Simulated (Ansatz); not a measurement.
The reference is MgB₂ (space group P6/mmm, No. 191; a = 3.064 Å, c = 3.498 Å; relaxed with 0.1 eV smearing). Axes: x lies along a and z along c of the hexagonal cell.

The values are results of PBEsol (Ansatz, a first-principles code, PAW, no SOC), not measurements.

One thing is altered: uniaxial strain ε_xx = −3.00 %, all other strain components held at zero, atoms relaxed at fixed cell.

What happens to the energy relative to the base?

The energy rises by 12 meV/atom.

What does the calculation give for the stress after the change?

The stress (xx, yy, zz, yz, xz, xy; compression positive) amounts to (13.4, 2.5, 1.3, 0.0, 0.0, 0.0) GPa.

Stability against distortions was not tested. The final runs are not spin-polarised.
